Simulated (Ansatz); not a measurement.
The starting structures come from a database of crystals and need not be the phases stable at ambient conditions.

By PBEsol, the system below comes out a metal.

A figure of merit of an interconnect metal is its ballistic conductance per area.

Data:

```yaml
crystal:
  lattice:
    - [3.67370, 0.00000, 0.00000]
    - [0.00000, 3.67370, 0.00000]
    - [1.83685, -1.83685, 3.09306]
  atoms:
    - { symbol: Y, position: [0.00000, 0.00000, 0.00000] }
    - { symbol: C, position: [0.39531, 0.60469, 0.20938] }
    - { symbol: C, position: [0.60469, 0.39531, 0.79062] }
```

Space group of this cell: I4/mmm. The cell is taken as given; by PBEsol its mean pressure is -3.1 GPa.

The current flows along the normal of the first two printed cell vectors, the (001) plane of the conventional cell. No spin-orbit coupling; the value is a mean over 0.1 eV about the Fermi level.

### Question
State the ballistic conductance per area according to PBEsol (Ansatz, a first-principles code).

### Answer
0.83 × 10¹⁵ S/m² for both spins.
